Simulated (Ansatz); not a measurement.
End structure of a constructed model of the (111)A surface of zinc-blende GaAs, Ga-terminated, As trimer, 2x2 (bottom of the slab: 3 H on 4 bottom sites):

```yaml
crystal:
  lattice:
    - [8.12558, 0.00000, 0.00000]
    - [-4.06279, 7.03696, 0.00000]
    - [0.00000, 0.00000, 31.00000]
  atoms:
    - { symbol: As, position: [0.00211, 0.99738, 0.31900] }
    - { symbol: As, position: [0.49564, 0.99782, 0.31923] }
    - { symbol: As, position: [0.00211, 0.50472, 0.31900] }
    - { symbol: As, position: [0.50023, 0.50012, 0.30223] }
    - { symbol: Ga, position: [0.34596, 0.19258, 0.34018] }
    - { symbol: Ga, position: [0.83393, 0.16697, 0.34071] }
    - { symbol: Ga, position: [0.34596, 0.65338, 0.34018] }
    - { symbol: Ga, position: [0.80721, 0.65361, 0.34060] }
    - { symbol: As, position: [0.33333, 0.16667, 0.42058] }
    - { symbol: As, position: [0.83333, 0.16667, 0.42058] }
    - { symbol: As, position: [0.33333, 0.66667, 0.42058] }
    - { symbol: As, position: [0.83333, 0.66667, 0.42058] }
    - { symbol: Ga, position: [0.16667, 0.33333, 0.44733] }
    - { symbol: Ga, position: [0.66667, 0.33333, 0.44733] }
    - { symbol: Ga, position: [0.16667, 0.83333, 0.44733] }
    - { symbol: Ga, position: [0.66667, 0.83333, 0.44733] }
    - { symbol: As, position: [0.16632, 0.33316, 0.52823] }
    - { symbol: As, position: [0.66941, 0.33854, 0.52734] }
    - { symbol: As, position: [0.16107, 0.83054, 0.52732] }
    - { symbol: As, position: [0.66941, 0.83087, 0.52734] }
    - { symbol: Ga, position: [0.00096, 0.00258, 0.55651] }
    - { symbol: Ga, position: [0.49999, 0.99999, 0.54779] }
    - { symbol: Ga, position: [0.00096, 0.49839, 0.55651] }
    - { symbol: Ga, position: [0.49742, 0.49871, 0.55637] }
    - { symbol: As, position: [0.00587, 0.01201, 0.63837] }
    - { symbol: As, position: [0.49965, 0.99982, 0.62519] }
    - { symbol: As, position: [0.00587, 0.49385, 0.63837] }
    - { symbol: As, position: [0.48763, 0.49381, 0.63827] }
    - { symbol: Ga, position: [0.34877, 0.15104, 0.66452] }
    - { symbol: Ga, position: [0.80185, 0.15093, 0.66450] }
    - { symbol: Ga, position: [0.34877, 0.69773, 0.66452] }
    - { symbol: Ga, position: [0.83306, 0.66653, 0.64610] }
    - { symbol: H, position: [0.99812, 0.00352, 0.26983] }
    - { symbol: H, position: [0.50488, 0.00244, 0.27006] }
    - { symbol: H, position: [0.99812, 0.49460, 0.26983] }
    - { symbol: As, position: [0.39786, 0.10200, 0.74235] }
    - { symbol: As, position: [0.39786, 0.79586, 0.74235] }
    - { symbol: As, position: [0.70393, 0.10196, 0.74236] }
```

Slab: 38 atoms, 14.7 Å thick at the start with caps and adatoms; k 3x3x1, smearing 0.025 eV, dipole-corrected; single point; on the structure that PBE left under its start's symmetry; no spin, no spin-orbit, no U. It is one candidate, not shown to be the stable structure of the face.

Task: What is the computed gap of the slab on its k-mesh (r2SCAN, at the PBE geometry in Ansatz, a program for electronic structure)?

Result: 1.00 eV

Task: Estimate the highest filled level below the top vacuum level that r2SCAN, at the PBE geometry returns for this input.

Result: 5.74 eV
